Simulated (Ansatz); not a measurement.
The parent structure is HgSe in the zinc blende structure (space group F-43m, No. 216; a = 6.133 Å).

Computed with PBEsol (Ansatz, a first-principles code, PAW, no spin-orbit coupling).

For the base:

```
Item                Value
---------------  --------
Volume per atom  28.84 Å³
```

Modification: every Se is replaced by Pb; the structure is relaxed again.

Tabulated Pauling electronegativity and covalent radius: Se 2.55, 1.20 Å; Pb 2.33, 1.46 Å.

**Question.** What happens to the volume per atom?

**Answer.** The volume per atom rises by 8.03 Å³ to 36.87 Å³.

No phonon test of stability was made. As relaxed here, HgPb is a hypothetical phase, not in the database extracts checked. All final runs are without spin polarisation.
